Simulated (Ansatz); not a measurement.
Take HfN in the rock salt structure (space group Fm-3m, No. 225; relaxed with 0.1 eV smearing) as the base.

```
CELL_PARAMETERS angstrom
      0.00000     2.23415     2.23415
      2.23415     0.00000     2.23415
      2.23415     2.23415     0.00000
ATOMIC_POSITIONS crystal
  Hf 0.00000 0.00000 0.00000
  N  0.50000 0.50000 0.50000
```

Method: LDA, PAW, 420 eV (Ansatz, an electronic-structure program; no spin-orbit coupling).

Before the change:

- Pressure = 0.0 GPa

The change: the cell is scaled by 1.0150 in all directions, atoms relaxed at fixed cell.

How does this affect the energy relative to the base and pressure?

The energy grows by 20 meV/atom; the pressure goes from zero to -12.2 GPa.

The cells carry an imposed strain or load. No phonon test of stability was made. All final runs are without spin polarisation. An odd electron count without spin: HfN.
